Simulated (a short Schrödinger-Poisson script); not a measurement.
**Gated In0.52Al0.48As/In0.53Ga0.47As δ-doped gas in a quantum well**

Stack: gated In0.52Al0.48As/In0.53Ga0.47As δ-doped gas in a quantum well, at 300 K.

```csv
layer,material,thickness (nm),Na (cm⁻³)
1,In0.52Al0.48As,8,-
2,In0.52Al0.48As,5,-
3,In0.53Ga0.47As,20,-
4,In0.52Al0.48As,4000,2e14
```

The device is made up for the run: typed textbook-type constants, with dimensions and the other settings drawn at random. In0.52Al0.48As: permittivity 12.5, conduction-band edge (eV) 0.52, gap (eV) 1.45, electron mass (mₑ) 0.075, Nv at 300 K (cm⁻³) 1.1e19. In0.53Ga0.47As: permittivity 13.9, conduction-band edge (eV) 0, gap (eV) 0.74, Nv at 300 K (cm⁻³) 7.7e18.

Channel valleys (confinement mass, in-plane density-of-states mass, number): Γ 0.041, 0.041, 1. At the gate the conduction-band edge of layer 1 lies 0.75 eV − eVg above the Fermi level of the channel; the field vanishes at the back. Sheet of ionised δ-doping: +4.4e12 e/cm² at 8 nm from the gate. The barrier under the gate holds no holes. Gaps are held at their typed values at every temperature. Mesh 0.08 nm at interfaces.

From a short Schrödinger-Poisson script (our own, NumPy): 1D Poisson equation in equilibrium, electrons quantum, Hartree (BenDaniel-Duke, 40 states a valley, the channel's in-plane mass for all, wave functions free to enter the barrier), parabolic valleys, classical holes, full ionisation, no traps, pinning or gate leakage.

| Vg (V) | electrons (cm⁻²) | in the channel layer | C (μF/cm²) | Γ E0 (meV) | Γ E1 (meV) |
|---|---|---|---|---|---|
| 0.4 | 2.30e12 | 2.24e12 | 0.614 | -98.7 | -22.9 |
| 0.35 | 2.11e12 | 2.05e12 | 0.608 | -91.0 | -18.5 |
| 0.3 | 1.92e12 | 1.88e12 | 0.602 | -83.1 | -14.0 |
| 0.25 | 1.73e12 | 1.70e12 | 0.595 | -75.2 | -9.2 |
| 0.2 | 1.55e12 | 1.52e12 | 0.587 | -67.2 | -4.1 |
| 0.15 | 1.37e12 | 1.34e12 | 0.578 | -59.0 | 1.3 |
| 0.1 | 1.19e12 | 1.17e12 | 0.568 | -50.6 | 7.2 |
| 0.05 | 1.01e12 | 1.00e12 | 0.555 | -41.9 | 13.6 |
| 0 | 8.44e11 | 8.33e11 | 0.539 | -32.8 | 20.7 |
| -0.05 | 6.79e11 | 6.71e11 | 0.520 | -23.0 | 28.8 |
| -0.1 | 5.21e11 | 5.16e11 | 0.494 | -12.4 | 38.1 |
| -0.15 | 3.72e11 | 3.69e11 | 0.458 | -0.2 | 49.5 |
| -0.2 | 2.38e11 | 2.36e11 | 0.406 | 14.5 | 63.8 |
| -0.25 | 1.24e11 | 1.23e11 | 0.321 | 33.9 | 83.1 |
| -0.3 | 4.48e10 | 4.45e10 | 0.187 | 61.9 | 111.4 |
| -0.35 | 9.87e9 | 9.81e9 | 0.0602 | 101.8 | 151.4 |
| -0.4 | 1.60e9 | 1.59e9 | 0.0157 | 148.9 | 198.6 |
| -0.45 | 2.41e8 | 2.40e8 | 0.00774 | 198.0 | 247.6 |

Subbands count from the Fermi level.
